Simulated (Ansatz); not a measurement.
The structure below was relaxed with plane-wave PAW DFT at the PBEsol level (Ansatz, a program for electronic structure, 420 eV), spin-orbit coupling left out.

```
CELL_PARAMETERS angstrom
      3.96988     0.00000     0.00000
      0.00000     3.96988     0.00000
      0.00000     0.00000     3.96988
ATOMIC_POSITIONS crystal
  Ba 0.00000 0.00000 0.00000
  Ti 0.50000 0.50000 0.50000
  O  0.00000 0.50000 0.50000
  O  0.50000 0.50000 0.00000
  O  0.50000 0.00000 0.50000
```

Task: Find the space group and the Wyckoff positions.

Result: Space group Pm-3m (No. 221); a = 3.9699 Å, b = 3.9699 Å, c = 3.9699 Å, α = 90.00°, β = 90.00°, γ = 90.00°

| atom | site | symmetry | x | y | z |
|---|---|---|---|---|---|
| Ba | 1a | m-3m | 0.0000 | 0.0000 | 0.0000 |
| Ti | 1b | m-3m | 0.5000 | 0.5000 | 0.5000 |
| O | 3c | 4/mm.m | 0.0000 | 0.5000 | 0.5000 |

Task: Describe the coordination.

Result: The crystal has 5 atoms in its conventional cell. Conventional cell: a = b = c = 3.9699 Å, α = β = γ = 90.00°. Ba is coordinated by 12 O at 2.807 Å (cuboctahedral). Ti has 6 O at 1.985 Å (octahedral). O is coordinated by 2 Ti at 1.985 Å and 4 Ba at 2.807 Å (octahedral). (Neighbours: up to the widest gap in distance over summed covalent radii, below 1.35, at either atom; cation-cation and far metal-metal contacts left out.)

Stability against distortions was not tested. The final runs are not spin-polarised. The cell was made from SrTiO3 by this change: Sr → Ba. Many cubic perovskites are stable only at high temperature; tilts and polar distortions were not tested. This is not the structure that BaTiO3 has at room temperature and ambient pressure.
